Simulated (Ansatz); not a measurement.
Electronic density of states of amorphous Sb22Se33, density 5.16 g/cm³, on a 2×2×2 Γ-centred mesh with a Gaussian width of 0.1 eV; energies count from the Fermi level, whose place inside the gap is arbitrary. Cell and mesh are small, so fine structure isn't converged. Calculation: PBE, scalar-relativistic without spin-orbit coupling, PAW (Ansatz default set, large-core Se) (plane waves to 420 eV; Ansatz, a first-principles code). Sampling: a 2×2×2 Γ-centred mesh; Fermi-Dirac width 0.05 eV; no spin polarisation.

A CHGNet melt-quench gave the starting glass, which DFT then relaxed. The hot cell started wider than the set density and was brought back towards it in steps. It is the lowest in DFT energy of 4 quenches. It is a model cell: composition and starting density were chosen by hand, and all elements were melted together. No dispersion term was used. A short ab initio anneal came between quench and relaxation. Its density started from a set value of 5.16 and ended at 5.16 g/cm³. The simulated quench (nominally 28 K/ps over its main leg) is rapid and tends to freeze in more defects than a deposited or slowly cooled glass has. One small periodic cell is one sample of the glass; other quenches scatter about these values. The volume was held where the preparation left it and the shape relaxed, at a PBE pressure of 1.0 GPa. Stress components on the final sampling reach 1.0 GPa.

(E - EF (eV), states/(eV atom)): (-12.00, 0.00); (-11.90, 0.02); (-11.80, 0.13); (-11.70, 0.17); (-11.60, 0.04); (-11.50, 0.00); (-11.40, 0.00); (-11.30, 0.00); (-11.20, 0.00); (-11.10, 0.00); (-11.00, 0.00); (-10.90, 0.00); (-10.80, 0.00); (-10.70, 0.00); (-10.60, 0.00); (-10.50, 0.00); (-10.40, 0.00); (-10.30, 0.01); (-10.20, 0.11); (-10.10, 0.20); (-10.00, 0.18); (-9.90, 0.17); (-9.80, 0.17); (-9.70, 0.31); (-9.60, 0.41); (-9.50, 0.52); (-9.40, 0.55); (-9.30, 0.55); (-9.20, 0.47); (-9.10, 0.37); (-9.00, 0.40); (-8.90, 0.44); (-8.80, 0.36); (-8.70, 0.28); (-8.60, 0.32); (-8.50, 0.39); (-8.40, 0.36); (-8.30, 0.31); (-8.20, 0.28); (-8.10, 0.30); (-8.00, 0.27); (-7.90, 0.16); (-7.80, 0.07); (-7.70, 0.03); (-7.60, 0.01); (-7.50, 0.00); (-7.40, 0.00); (-7.30, 0.00); (-7.20, 0.00); (-7.10, 0.00); (-7.00, 0.00); (-6.90, 0.00); (-6.80, 0.00); (-6.70, 0.00); (-6.60, 0.00); (-6.50, 0.00); (-6.40, 0.00); (-6.30, 0.00); (-6.20, 0.00); (-6.10, 0.00); (-6.00, 0.00); (-5.90, 0.00); (-5.80, 0.00); (-5.70, 0.00); (-5.60, 0.00); (-5.50, 0.05); (-5.40, 0.20); (-5.30, 0.38); (-5.20, 0.51); (-5.10, 0.58); (-5.00, 0.65); (-4.90, 0.63); (-4.80, 0.68); (-4.70, 0.64); (-4.60, 0.68); (-4.50, 0.69); (-4.40, 0.67); (-4.30, 0.69); (-4.20, 0.71); (-4.10, 0.73); (-4.00, 0.78); (-3.90, 0.72); (-3.80, 0.66); (-3.70, 0.67); (-3.60, 0.66); (-3.50, 0.69); (-3.40, 0.78); (-3.30, 0.78); (-3.20, 0.74); (-3.10, 0.77); (-3.00, 0.78); (-2.90, 0.82); (-2.80, 0.85); (-2.70, 0.82); (-2.60, 0.77); (-2.50, 0.77); (-2.40, 0.77); (-2.30, 0.70); (-2.20, 0.70); (-2.10, 0.70); (-2.00, 0.72); (-1.90, 0.80); (-1.80, 0.90); (-1.70, 0.91); (-1.60, 0.92); (-1.50, 0.92); (-1.40, 0.92); (-1.30, 0.95); (-1.20, 0.89); (-1.10, 0.88); (-1.00, 0.87); (-0.90, 0.72); (-0.80, 0.62); (-0.70, 0.59); (-0.60, 0.52); (-0.50, 0.32); (-0.40, 0.10); (-0.30, 0.01); (-0.20, 0.00); (-0.10, 0.00); (0.00, 0.00); (0.10, 0.00); (0.20, 0.00); (0.30, 0.01); (0.40, 0.09); (0.50, 0.23); (0.60, 0.36); (0.70, 0.43); (0.80, 0.44); (0.90, 0.55); (1.00, 0.62); (1.10, 0.63); (1.20, 0.66); (1.30, 0.63); (1.40, 0.61); (1.50, 0.66); (1.60, 0.77); (1.70, 0.70); (1.80, 0.71); (1.90, 0.76); (2.00, 0.78); (2.10, 0.89); (2.20, 0.83); (2.30, 0.77); (2.40, 0.87)

The gap on this mesh is 0.91 eV; the broadening fills part of it in the curve.
